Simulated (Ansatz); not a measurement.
# PbS: carrier doping

Consider PbS in the rock salt structure (space group Fm-3m, No. 225).

```
PbS
1.0
    0.00000     3.00459     3.00459
    3.00459     0.00000     3.00459
    3.00459     3.00459     0.00000
Pb S
1 1
Direct
  0.00000   0.00000   0.00000
  0.50000   0.50000   0.50000
```

Carriers are added at fixed cell with a uniform background; the Fermi–Dirac width is that of 300 K.

Levels (all Ansatz, a program for electronic structure, PAW): PBE (420 eV, no spin-orbit coupling); PBEsol (420 eV, no spin-orbit coupling).

The base cell above is that of PBE; each level relaxes its own structures.

Notes on the quantities. Fermi level from band edge: Fermi level relative to the doped band's edge (positive inside the band; to 0.05 eV).

```tsv
case	Fermi level from band edge, PBE	Fermi level from band edge, PBEsol
electrons 5.0×10^20 cm⁻³	+0.35 eV	+0.40 eV
electrons 1.0×10^21 cm⁻³	+0.50 eV	[?]
electrons 2.0×10^21 cm⁻³	+0.70 eV	[?]
electrons 5.0×10^21 cm⁻³	+1.00 eV	+1.05 eV
holes 5.0×10^20 cm⁻³	+0.35 eV	[?]
holes 1.0×10^21 cm⁻³	+0.40 eV	+0.50 eV
holes 2.0×10^21 cm⁻³	+0.55 eV	+0.60 eV
holes 5.0×10^21 cm⁻³	+0.70 eV	[?]
```

**Question.** What belongs in the blanks?

**Answer.** 
- electrons 1.0×10^21 cm⁻³, Fermi level from band edge, PBEsol: +0.55 eV
- electrons 2.0×10^21 cm⁻³, Fermi level from band edge, PBEsol: +0.75 eV
- holes 5.0×10^20 cm⁻³, Fermi level from band edge, PBEsol: +0.40 eV
- holes 5.0×10^21 cm⁻³, Fermi level from band edge, PBEsol: +0.80 eV

The two levels differ by at most about 0.10 eV. Near ties aside, they put the cases in the same order.

Charged cell with a jellium background: band edges are those of the host's band count, energies are not comparable with the neutral cell, and many-body gap narrowing is missing. Whether these cells are dynamically stable was not tested. The base started in P3_121 and relaxed to Fm-3m at this level.
